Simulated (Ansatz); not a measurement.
The parent structure is AlAs in the zinc blende structure (space group F-43m, No. 216).

```xyz
2
Lattice="0.0000 2.8371 2.8371 2.8371 0.0000 2.8371 2.8371 2.8371 0.0000" Properties=species:S:1:pos:R:3 pbc="T T T"
As     4.2557     4.2557     4.2557
Al     0.0000     0.0000     0.0000
```

Calculations: DFT with PBEsol, PAW potentials and a 420 eV plane-wave cutoff in Ansatz (an electronic-structure program), no spin-orbit coupling, earlier PAW set.

For the base:

The shortest interatomic distance is 245.7 pm and the band gap comes out as 1.34 eV.

Perturbation: N takes the place of As on all its sites; the structure is relaxed again.

Tabulated Pauling electronegativity and covalent radius: As 2.18, 1.19 Å; N 3.04, 0.71 Å.

What happens to the shortest interatomic distance?

The shortest interatomic distance shrinks by 56.2 pm, from 245.7 pm to 189.5 pm.

How does this affect the band gap?

The band gap grows by 1.85 eV to 3.19 eV.

Stability against distortions was not tested. This is not the structure that AlN has at room temperature and ambient pressure.
